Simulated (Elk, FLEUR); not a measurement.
A FLEUR input for a self-consistent single point of ZrRh3 (Pm-3m, 4 atoms in the cell) (DFT, LDA (Vosko-Wilk-Nusair), all-electron FLAPW (FLEUR), scalar-relativistic valence):

Input of the input generator:

```
ZrRh3 FLAPW
&input film=f /
7.4343904442 0.0000000000 0.0000000000
0.0000000000 7.4343904442 0.0000000000
0.0000000000 0.0000000000 7.4343904442
1.0
1.0 1.0 1.0

4
40 0.0000000000 0.0000000000 0.0000000000
45 0.5000000000 0.5000000000 0.0000000000
45 0.0000000000 0.5000000000 0.5000000000
45 0.5000000000 0.0000000000 0.5000000000

&comp jspins=1 /
&exco xctyp='vwn' /
&kpt div1=6 div2=6 div3=6 gamma=t /
&end /
```

```xml
<?xml version="1.0" encoding="UTF-8" standalone="no"?>
<fleurInput fleurInputVersion="0.39">
   <comment>
      ZrRh3 FLAPW                                                                                         
   </comment>
   <calculationSetup>
      <cutoffs Kmax="4.1" Gmax="12.3" GmaxXC="12.3" numbands="0"/>
      <scfLoop itmax="60" minDistance="0.00001" maxIterBroyd="15" imix="Anderson" alpha="0.05" precondParam="0.0" spinf="2.0"/>
      <coreElectrons ctail="T" frcor="F" kcrel="0" coretail_lmax="0"/>
      <xcFunctional name="vwn" relativisticCorrections="F"/>
      <magnetism jspins="1"/>
      <soc l_soc="F" theta="0.0" phi="0.0" spav="F"/>
      <expertModes spex="0" secvar="F"/>
      <geometryOptimization l_f="T" forcealpha="1.0" forcemix="BFGS" epsdisp="0.00001" epsforce="0.00001"/>
      <ldaU l_linMix="F" mixParam="0.05" spinf="1.0"/>
   </calculationSetup>
   <cell>
      <bzIntegration valenceElectrons="57.0" mode="hist" fermiSmearingEnergy="0.00183747">
         <kPointListSelection listName="default-1"/>
         <!-- k-points included here -->
         <xi:include xmlns:xi="http://www.w3.org/2001/XInclude" href="kpts.xml"> </xi:include>
      </bzIntegration>
      <!-- symmetry operations included here -->
      <xi:include xmlns:xi="http://www.w3.org/2001/XInclude" href="sym.xml"> </xi:include>
      <bulkLattice scale="1.0">
         <bravaisMatrix>
            <row-1>    7.4343904441999999     0.0000000000000000     0.0000000000000000</row-1>
            <row-2>    0.0000000000000000     7.4343904441999999     0.0000000000000000</row-2>
            <row-3>    0.0000000000000000     0.0000000000000000     7.4343904441999999</row-3>
         </bravaisMatrix>
      </bulkLattice>
   </cell>
   <atomSpecies>
      <species name="Zirconium (Zr)" element="Zr" atomicNumber="40">
         <mtSphere radius="2.45" gridPoints="847" logIncrement="0.015"/>
         <atomicCutoffs lmax="10" lnonsphr="8"/>
         <electronConfig flipSpins="F">
            <coreConfig>(1s1/2) (2s1/2) (2p1/2) (2p3/2) (3s1/2) (3p1/2) (3p3/2) (3d3/2) (3d5/2)</coreConfig>
            <valenceConfig>(4s1/2) (4p1/2) (4p3/2) (5s1/2) (4d3/2) (4d5/2)</valenceConfig>
            <stateOccupation state="(4d3/2)" spinUp="0.4" spinDown="0.4"/>
            <stateOccupation state="(4d5/2)" spinUp="0.6" spinDown="0.6"/>
         </electronConfig>
         <energyParameters s="5" p="5" d="4" f="4"/>
         <lo type="SCLO" l="0" n="4" eDeriv="0"/>
         <lo type="SCLO" l="1" n="4" eDeriv="0"/>
      </species>
      <species name="Rhodium (Rh)" element="Rh" atomicNumber="45">
         <mtSphere radius="2.45" gridPoints="847" logIncrement="0.015"/>
         <atomicCutoffs lmax="10" lnonsphr="8"/>
         <electronConfig flipSpins="F">
            <coreConfig>(1s1/2) (2s1/2) (2p1/2) (2p3/2) (3s1/2) (3p1/2) (3p3/2) (4s1/2) (3d3/2) (3d5/2)</coreConfig>
            <valenceConfig>(4p1/2) (4p3/2) (5s1/2) (4d3/2) (4d5/2)</valenceConfig>
            <stateOccupation state="(5s1/2)" spinUp="0.5" spinDown="0.5"/>
            <stateOccupation state="(4d3/2)" spinUp="1.6" spinDown="1.6"/>
            <stateOccupation state="(4d5/2)" spinUp="2.4" spinDown="2.4"/>
         </electronConfig>
         <energyParameters s="5" p="5" d="4" f="4"/>
         <lo type="SCLO" l="1" n="4" eDeriv="0"/>
      </species>
   </atomSpecies>
   <atomGroups>
      <atomGroup species="Zirconium (Zr)">
         <relPos label="                   1">.0000000000 .0000000000 .0000000000</relPos>
         <force calculate="T" relaxXYZ="TTT"/>
      </atomGroup>
      <atomGroup species="Rhodium (Rh)">
         <relPos label="                   2">1.000/2.000 1.000/2.000 .0000000000</relPos>
         <relPos label="                   3">.0000000000 1.000/2.000 1.000/2.000</relPos>
         <relPos label="                   4">1.000/2.000 .0000000000 1.000/2.000</relPos>
         <force calculate="T" relaxXYZ="TTT"/>
      </atomGroup>
   </atomGroups>
   <output dos="F" band="F" slice="F">
      <checks vchk="F" cdinf="F"/>
      <bandDOS minEnergy="-.5*Htr" maxEnergy="0.5*Htr" sigma="0.015" storeEVData="T"/>
      <vacuumDOS vacdos="F" integ="F" star="F" nstars="0" locx1="0.0" locy1="0.0" locx2="0.0" locy2="0.0" nstm="0" tworkf="0.0"/>
      <unfoldingBand unfoldBand="F" supercellX="1" supercellY="1" supercellZ="1"/>
      <plotting iplot="0" polar="F">
         <plot TwoD="T" vec1="  1.0  0.0  0.0" vec2="  0.0  1.0  0.0" vec3="  0.0  0.0  1.0" zero="  0.0  0.0  0.0" file="plot"/>
      </plotting>
      <chargeDensitySlicing numkpt="0" minEigenval="0.0" maxEigenval="0.0" nnne="0" pallst="F"/>
      <specialOutput eonly="F"/>
      <magneticCircularDichroism mcd="F" energyLo="-10.0" energyUp="0.0"/>
   </output>
  <!-- We include the file relax.xml here to enable relaxations (see documentation) -->
  <xi:include xmlns:xi="http://www.w3.org/2001/XInclude" href="relax.xml"> <xi:fallback/> </xi:include>
</fleurInput>
```

Question: Translate this input to Elk.

Answer: One input that does it (others would too):

```
tasks
  0

xctype
  3

tforce
  .true.

rgkmax
  7.5

gmaxvr
  18.0

lmaxapw
  10

lmaxo
  8

nxlo
  2

lorbcnd
  .true.

lradstp
  2

nrmtscf
  2.0

rmtscf
  0.95

lmaxi
  4

stype
  3

swidth
  0.00183747

scale
  1.889726125

avec
    3.9341100000    0.0000000000    0.0000000000
    0.0000000000    3.9341100000    0.0000000000
    0.0000000000    0.0000000000    3.9341100000

atoms
  2   : nspecies
  'Zr.in'   : spfname
  1   : natoms; atposl, bfcmt below
  0.0000000000  0.0000000000  0.0000000000    0.0 0.0 0.0
  'Rh.in'   : spfname
  3   : natoms; atposl, bfcmt below
  0.5000000000  0.5000000000  0.0000000000    0.0 0.0 0.0
  0.0000000000  0.5000000000  0.5000000000    0.0 0.0 0.0
  0.5000000000  0.0000000000  0.5000000000    0.0 0.0 0.0

ngridk
  6 6 6
```

Basis settings and potentials, where a program has them, do not carry over. This input uses DFT, LDA (PW92), all-electron FP-LAPW, Elk's shipped species files, APW+lo basis with extra local orbitals. LDA parametrisations can differ slightly between programs.

The starting cell comes from a database of computed structures (which also holds hypothetical and non-ambient phases and stackings), without a prior relaxation at this level.
